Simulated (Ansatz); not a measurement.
Consider C in the diamond structure (space group Fd-3m, No. 227).

```
CELL_PARAMETERS angstrom
      0.00000     1.78014     1.78014
      1.78014     0.00000     1.78014
      1.78014     1.78014     0.00000
ATOMIC_POSITIONS crystal
  C  0.00000 0.00000 0.00000
  C  0.25000 0.25000 0.25000
```

Cartesian axes are those of the cell as printed.

Level of theory: r2SCAN, PAW, 500 eV (Ansatz, a program for electronic structure; scalar-relativistic without spin-orbit coupling).

The change: the cell is scaled by 1.0150 in all directions, atoms relaxed at fixed cell.

**Question.** Predict the stress tensor and what it implies for the stiffness.

**Answer.** Stress of the strained cell less that of the base (GPa, compression positive):
```
 -18.54    0.00    0.00
   0.00  -18.54    0.00
   0.00    0.00  -18.54
```

Then B = −ΔP/(ΔV/V₀) with ΔV/V₀ = 0.0457 gives secant stiffness values (nonlinear terms included at this strain): B ≈ 406 GPa.

As a check, the harmonic strain energy −½ V₀ Δσ:ε is 15 meV/atom; the computed energy rise is 15 meV/atom.

No phonon test of stability was made.
